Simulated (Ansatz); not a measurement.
**Pressure series in AlRh**

Consider AlRh in the CsCl type structure (space group Pm-3m, No. 221; a cell from a computed database, its experimental status unchecked).

AlRh is taken in the cubic space group Pm-3m (No. 221), the CsCl type structure, Pearson symbol cP2. Lattice parameters: a = b = c = 2.9721 Å, α = β = γ = 90.00°. Al on 1a is coordinated by 8 Rh at 2.574 Å and 6 Al at 2.972 Å. Rh on 1b sees 8 Al at 2.574 Å and 6 Rh at 2.972 Å. (Neighbours: up to the widest gap in distance over summed covalent radii, below 1.35, at either atom.)

Cell and atoms are relaxed at each pressure.

Method: DFT with PBEsol, PAW potentials and a 420 eV plane-wave cutoff in Ansatz (a quantum-chemistry and plane-wave program), spin-orbit coupling left out.

Notes on the quantities. enthalpy: H = E + PV relative to the base's energy.

```
case              volume per atom       enthalpy
----------------  ---------------  -------------
base                     13.13 Å³              –
pressure −2 GPa               [?]  -0.16 eV/atom
pressure −1 GPa          13.19 Å³  -0.08 eV/atom
pressure 0.3 GPa         13.11 Å³  +0.02 eV/atom
pressure 0.7 GPa         13.08 Å³  +0.06 eV/atom
pressure 1.5 GPa         13.04 Å³  +0.12 eV/atom
pressure 3 GPa           12.95 Å³  +0.24 eV/atom
pressure 5 GPa                [?]  +0.41 eV/atom
pressure 7.5 GPa              [?]  +0.60 eV/atom
pressure 10 GPa          12.58 Å³  +0.80 eV/atom
```

### Question
Some entries are withheld; estimate them.

### Answer

- pressure −2 GPa, volume per atom: 13.25 Å³
- pressure 5 GPa, volume per atom: 12.84 Å³
- pressure 7.5 GPa, volume per atom: 12.70 Å³

Load acts through the strain it causes; cell and atoms are relaxed under it. No phonon test of stability was made. Competing high-pressure phases were not computed. The final runs are not spin-polarised.
